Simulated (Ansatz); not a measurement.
Results of PBEsol (PAW; Ansatz, a first-principles code) for cubic perovskite CsSrF3.

Numerical settings: plane-wave cutoff 520 eV, 8×8×8 k mesh, Fermi–Dirac smearing 0.01 eV, scalar-relativistic PAW data made under PBE.

Energies at three volumes about the minimum:

```tsv
V (Å³/atom)	E − E_lowest (meV/atom)
20.839	1.20
21.265	0.00
21.690	1.12
```

Q: Fit a parabola by hand: where is the minimum, what lattice constant follows, and what is the bulk modulus?

A: Slopes: (0.00 − 1.20)/(21.265 − 20.839) = -2.817 and (1.12 − 0.00)/(21.690 − 21.265) = 2.635 meV/Å³. Curvature E″ = 2 × (2.635 − (-2.817))/(21.690 − 20.839) = 12.813 meV/Å⁶. From the middle of the first interval, the slope vanishes at V0 = 21.0520 − (-2.817)/12.813 = 21.272 Å³/atom. B = V0 E″ = 21.272 × 12.813 meV/Å³ × 0.1602 GPa per meV/Å³ = 43.7 GPa. With 5 atoms in the cube, a = (5 × 21.272)^(1/3) = 4.738 Å. The full Birch–Murnaghan fit to all volumes gives V0 = 21.264 Å³/atom and B0 = 43.7 GPa.

Note: the relaxation could not lower the start's symmetry, so the cell can be a saddle point above a distorted one.
